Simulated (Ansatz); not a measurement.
Start from HfN in the rock salt structure (space group Fm-3m, No. 225; a = 4.502 Å; relaxed with 0.1 eV smearing). Axes: x, y, z lie along the cube axes.

The values are results of PBEsol, PAW, 420 eV (Ansatz, a program for electronic structure; spin-orbit coupling left out), not measurements.

A first run, uniaxial strain ε_yy = +1.82 %, gives secant values C11 ≈ 570 GPa and C12 ≈ 110 GPa from its stress. A second run applies isotropic strain +1.35 %.

Q: What does linear elasticity predict for the bulk modulus −ΔP/(ΔV/V₀) in the second run, and what does the run give?

A: Linear elasticity: (C11 + 2 C12)/3 = 260 GPa. The run gives 260 GPa; any difference comes from nonlinear terms at these strains and numerical noise.

Stability against distortions was not tested. All final runs are without spin polarisation.
